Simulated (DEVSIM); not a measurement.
System: Schottky contact on n-type Ge, at 350 K.

| layer (left to right) | material | thickness (μm) | Nd (cm⁻³) | τn (s) | τp (s) |
|---|---|---|---|---|---|
| 1 | Ge | 7.30 | 4.7e15 | 6.2e-5 | 6.2e-5 |
| 2 | Ge | 14.0 | 1.8e18 | 6.2e-5 | 6.2e-5 |

Left contact: Schottky, work function 4.43 eV, emission velocity 1.8e6 cm/s. Right contact: ohmic. Voltage is applied to the left contact. Recombination: SRH at mid-gap. Mobility is constant in doping. Where it depends on doping, it is μmin + (μ − μmin)/(1 + (N/Nref)^α).

This is a model device: material constants are rounded textbook-type values typed into the input, and sizes, dopings and lifetimes were drawn at random. Values at 300 K; Nc and Nv go as T^1.5, mobilities as T to minus their exponent, the gap by Varshni's rule with the affinity fixed. The table also holds parameters that only a changed run uses.

| parameter | Ge |
|---|---|
| gap (eV) | 0.664 |
| affinity (eV) | 4 |
| permittivity | 16 |
| Nc (cm⁻³) | 1.04e19 |
| Nv (cm⁻³) | 6e18 |
| μn (cm²/Vs) | 3900 |
| μp (cm²/Vs) | 1900 |
| μn,min | 150 |
| μp,min | 100 |
| Nref,n | 2.6e17 |
| Nref,p | 4e17 |
| αn | 0.56 |
| αp | 0.6 |
| T exponent of μn | 1.66 |
| T exponent of μp | 2.33 |
| Cn (cm⁶/s) | 1e-31 |
| Cp (cm⁶/s) | 1e-31 |
| Varshni α (eV/K) | 0.000477 |
| Varshni β (K) | 235 |

DEVSIM, 1D drift-diffusion, Boltzmann statistics, complete ionisation; no tunnelling, impact ionisation, image-force lowering or self-heating. Metal contacts follow the ideal Schottky-Mott rule: no Fermi-level pinning, no interface dipoles.

Base results: potential step across the device at zero bias (V) 0.370.

### Question
What follows from this one change: metal work function 4.43 → 4.58 eV?

### Answer
potential step across the device at zero bias 0.370 → 0.520 V.

### Question
What follows from this one change: temperature 350 → 400 K?

### Answer
potential step across the device at zero bias 0.370 → 0.355 V.

### Question
What follows from this one change: metal work function 4.43 → 4.28 eV?

### Answer
potential step across the device at zero bias 0.370 → 0.220 V.
